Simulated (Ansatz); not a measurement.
## InP under a change: biaxial strain +2.00 %, plane normal [001], relaxed out of plane

Consider InP in the zinc blende structure (space group F-43m, No. 216; a = 5.8269 Å). Axes: x, y, z lie along the cube axes.

It is then changed as follows: biaxial strain +2.00 %, plane normal [001], relaxed out of plane (Cartesian); in-plane vectors clamped, the third vector and the atoms free.

Computed with LDA (Ansatz, a program for electronic structure, PAW, scalar-relativistic without spin-orbit coupling). k-mesh 10×10×10 (Γ-centred); smearing 0.05 eV (Fermi–Dirac).

The volume per atom grows by 0.41 Å³, from 24.73 Å³ to 25.14 Å³ and the space group changes from F-43m (No. 216) to I-4m2 (No. 119). The shortest interatomic distance rises by 0.015 Å (2.523 Å → 2.538 Å) and the energy goes up by 5.5 meV/atom. The pressure (mean of the normal stresses, compression positive) goes from zero to -1.17 GPa and the band gap falls by 0.224 eV (0.58 eV → 0.35 eV). The gap character remains direct at Γ and the electron mass becomes 0.031 mₑ out of plane, 0.043 mₑ in plane (at Γ) (base: 0.046 mₑ (at Γ)). The hole mass amounts to 0.031 mₑ out of plane, 0.40 mₑ in plane (at Γ) and the valence-band top at Γ (three highest levels, from the VBM) changes from 0.00, 0.00, 0.00 eV to 0.00, -0.19, -0.19 eV. The out-of-plane strain amounts to -2.29 % and the ratio −ε⊥/ε∥ comes out as 1.14.

Final structure (turned so that z lies along the plane normal):

```
InP
1.0
    4.20266     0.00000     0.00000
    0.00000     4.20266     0.00000
    2.10133    -2.10133     2.84683
In P
1 1
Direct
  0.00000   0.00000   0.00000
  0.75000   0.75000   0.50000
```

Cost of the whole job for the changed cell (relaxation, final SCF and bands): roughly 25 core-seconds.

Masses are band curvatures over ±0.01 Å⁻¹ around the edge. Whether these cells are dynamically stable was not tested. Labels are those of the standard path for the cell's own space group.
